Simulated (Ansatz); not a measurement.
Converging the plane-wave cutoff: ZnPt (P4mm, 2 atoms in the cell)

```xyz
2
Lattice="2.8423 0.0000 0.0000 0.0000 2.8423 0.0000 0.0000 0.0000 3.4841" Properties=species:S:1:pos:R:3 pbc="T T T"
Zn     1.4212     1.4212     1.7920
Pt     0.0000     0.0000     0.0000
```

Computed with PBEsol, default PAW files made with PBE (plane waves; Ansatz, an electronic-structure program).

Base settings: basis.ecutwfc = 420 eV; kpoints.mp_grid.grid = 12 12 10; hamiltonian.xc = pbesol; hamiltonian.pseudopotentials = {kind: paw} (the program's default PAW files); scf.occupations.method = fermi_dirac; scf.occupations.width = 0.1 eV.

The second cell is the first with its lattice scaled by 0.98.

The mesh stays at the base's, so the ladder's end is converged at best in this setting alone.

The first pressure column holds Ansatz's estimate of the finite-basis (Pulay) stress, which hides part of the cutoff error; the other is without it.

Only quantities that move along the ladder and can be compared are tabulated.

The count of work is k-points × plane waves × bands × iterations; it is no time. 

The starting cell comes from a database of computed structures (which also holds hypothetical and non-ambient phases and stackings), without a prior relaxation at this level. Its lattice was rescaled by up to half a per cent. One atom was moved a little off its site on purpose. Spin polarisation is off.

Steps (basis.ecutwfc): 145 eV; 170 eV; 190 eV; 210 eV; 230 eV; 250 eV; 295 eV; 335 eV; 380 eV; 420 eV; 460 eV; 505 eV; 565 eV; 630 eV; 735 eV; 840 eV; 1010 eV.

**Question.** What is the coarsest basis.ecutwfc that holds the energy of the compressed cell less the first within 0.5 meV/atom of the last step, with all finer ones?

**Answer.** 380 eV, at 0.23 of the last step's count of work; the step before is off by 1.6 meV/atom.

**Question.** What is the coarsest basis.ecutwfc that holds the forces within 0.005 eV/Å of the last step, with all finer ones?

**Answer.** 380 eV, at 0.23 of the last step's count of work; the step before is off by 0.013 eV/Å.

**Question.** What is the coarsest basis.ecutwfc that holds the pressure within 1 GPa of the last step, with all finer ones?

**Answer.** 335 eV, at 0.19 of the last step's count of work; the step before is off by 1.5 GPa.

| basis.ecutwfc | free energy less the last step's (meV/atom) | energy of the compressed cell less the first (meV/atom) | pressure (GPa) | pressure without the Pulay estimate (GPa) | largest difference of a force vector from the last step's (eV/Å) | count of work / last |
|---|---|---|---|---|---|---|
| 145 eV | 48732.36 | 53.99 | -1.37 | -1670.55 | 1.066 | 0.093 |
| 170 eV | 22256.50 | -120.88 | -27.75 | -933.91 | 0.457 | 0.10 |
| 190 eV | 11755.32 | -97.10 | -22.42 | -569.66 | 0.112 | 0.12 |
| 210 eV | 6069.50 | -19.00 | -8.99 | -338.05 | 0.198 | 0.13 |
| 230 eV | 2997.78 | 21.56 | 0.34 | -192.50 | 0.219 | 0.12 |
| 250 eV | 1385.68 | 45.69 | 3.39 | -103.61 | 0.166 | 0.14 |
| 295 eV | 172.50 | 36.18 | 0.12 | -19.62 | 0.035 | 0.18 |
| 335 eV | 20.07 | 28.07 | -1.17 | -3.87 | 0.013 | 0.19 |
| 380 eV | 3.98 | 26.74 | -1.36 | -1.57 | 0.002 | 0.23 |
| 420 eV | 2.23 | 26.58 | -1.38 | -1.50 | 0.001 | 0.26 |
| 460 eV | 1.04 | 26.50 | -1.40 | -1.47 | 0.000 | 0.29 |
| 505 eV | 0.43 | 26.45 | -1.40 | -1.43 | 0.000 | 0.35 |
| 565 eV | 0.24 | 26.45 | -1.40 | -1.41 | 0.000 | 0.42 |
| 630 eV | 0.14 | 26.44 | -1.40 | -1.41 | 0.000 | 0.48 |
| 735 eV | 0.07 | 26.44 | -1.40 | -1.40 | 0.000 | 0.70 |
| 840 eV | 0.04 | 26.44 | -1.40 | -1.40 | 0.000 | 0.76 |
| 1010 eV | 0.00 | 26.44 | -1.40 | -1.40 | 0.000 | 1.0 |

The energy difference between the two cells stays within 1 meV/atom of the last step's from 380 eV on, the total only from 505 eV on: much of the error is common to both cells and cancels.

At the lowest cutoff the pressure without the Pulay estimate lies 1670 GPa under the last step's, the usual sign of Pulay stress in an incomplete plane-wave basis.

Keys are those of Ansatz 0.2.
